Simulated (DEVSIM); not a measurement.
Device: abrupt Si n-p junction, at 300 K.

Layer 1 from the left is Si, thickness (μm) 4.30, Nd (cm⁻³) 5.8e18, τn (s) 7.3e-6, τp (s) 7.3e-6. Layer 2 from the left is Si, thickness (μm) 0.630, Na (cm⁻³) 3.5e16, τn (s) 7.3e-6, τp (s) 7.3e-6.

Left contact: ohmic. Right contact: ohmic. Voltage is applied to the left contact. Recombination: SRH at mid-gap, Auger. Mobility is μmin + (μ − μmin)/(1 + (N/Nref)^α).

Constants are typed, rounded textbook-type inputs, not results; the design itself was drawn at random and stands for no fabricated device. Values at 300 K.

Si: gap (eV) 1.124, affinity (eV) 4.05, permittivity 11.7, Nc (cm⁻³) 2.86e19, Nv (cm⁻³) 3.1e19, μn (cm²/Vs) 1417, μp (cm²/Vs) 470, μn,min 52, μp,min 45, Nref,n 9.7e16, Nref,p 2.2e17, αn 0.68, αp 0.72, Cn (cm⁶/s) 2.8e-31, Cp (cm⁶/s) 9.9e-32.

Question: Estimate by hand the built-in potential, the peak field at zero bias, the capacitance at 1.5 V, and compare with a numerical solution.

Answer: 
- Built-in potential: ni = √(Nc Nv) exp(−Eg/2kT) = 1.08e10 cm⁻³ with Eg = 1.124 eV; Vbi = kT/q ln(Na Nd/ni²) = 0.907 V; numerical 0.907 V.
- Peak field at zero bias: depletion approximation: W = √(2εVbi/(qN)) = 0.184 μm with N = 3.48e16 cm⁻³; field = 2Vbi/W = 98800 V/cm; numerical 154000 V/cm (estimate below by 36 %).
- Capacitance at 1.5 V: C = √(qεN / 2(Vbi + |V|)) = 34.6 nF/cm²; numerical 35.1 nF/cm² (estimate below by 1.4 %).

Model (solved in DEVSIM): 1D drift-diffusion, Boltzmann statistics, complete ionisation; no tunnelling, impact ionisation, image-force lowering or self-heating.
